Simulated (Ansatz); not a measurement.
**TaS2, pressure series**

Start from TaS$_{2}$ in the CdI2 type structure (space group P-3m1, No. 164; a = 3.329 Å, c = 5.785 Å; layered, stacked along the Cartesian z axis).

Cell and atoms are relaxed at each pressure.

Calculations: DFT with PBE-D3(BJ), PAW potentials and a 420 eV plane-wave cutoff in Ansatz (an electronic-structure program), no spin-orbit coupling.

| variant | c/a ratio | lattice parameter a |
|---|---|---|
| base | 1.738 | 3.329 Å |
| pressure −2 GPa | 1.808 | 3.358 Å |
| pressure −1 GPa | 1.762 | 3.342 Å |
| pressure 1.8 GPa | 1.712 | 3.307 Å |
| pressure 4.2 GPa | 1.692 | 3.281 Å |
| pressure 9 GPa | 1.672 | 3.236 Å |
| pressure 18 GPa | 1.657 | 3.168 Å |
| pressure 30 GPa | 1.656 | 3.095 Å |
| pressure 45 GPa | 1.663 | 3.020 Å |
| pressure 60 GPa | ? | ? |

### Question
Some entries are withheld; estimate them.

### Answer

- pressure 60 GPa, c/a ratio: 1.675
- pressure 60 GPa, lattice parameter a: 2.959 Å

Load acts through the strain it causes; cell and atoms are relaxed under it. No phonon test of stability was made. Competing high-pressure phases were not computed. All final runs are without spin polarisation. An odd electron count without spin: TaS2.
